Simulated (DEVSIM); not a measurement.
System: abrupt Ge n-p junction, at 300 K.

```
layer (left to right)  material  thickness (μm)  Nd (cm⁻³)  Na (cm⁻³)   τn (s)   τp (s)
---------------------  --------  --------------  ---------  ---------  -------  -------
1                            Ge            4.20     2.3e16          -  0.00012  0.00012
2                            Ge            3.40          -     1.2e15  0.00012  0.00012
```

Left contact: ohmic. Right contact: ohmic. Voltage is applied to the left contact. Recombination: SRH at mid-gap, radiative. Mobility is constant in doping.

This is a model device: material constants are rounded textbook-type values typed into the input, and sizes, dopings and lifetimes were drawn at random. Values at 300 K.

| parameter | Ge |
|---|---|
| gap (eV) | 0.664 |
| affinity (eV) | 4 |
| permittivity | 16 |
| Nc (cm⁻³) | 1.04e19 |
| Nv (cm⁻³) | 6e18 |
| μn (cm²/Vs) | 3900 |
| μp (cm²/Vs) | 1900 |
| B (cm³/s) | 6.4e-14 |

Model (solved in DEVSIM): 1D drift-diffusion, Boltzmann statistics, complete ionisation; no tunnelling, impact ionisation, image-force lowering or self-heating.

Question: Give the dark reverse current.

Answer: 
| V (V) | J (A/cm²) |
|---|---|
| 0.10 | 0.022 |
| 0.25 | 0.023 |
| 0.50 | 0.025 |
| 0.75 | 0.027 |
| 1.00 | 0.029 |
| 1.50 | 0.032 |
| 2.00 | 0.036 |
| 2.50 | 0.041 |
| 3.25 | 0.050 |
| 4.00 | 0.061 |
| 5.00 | 0.085 |
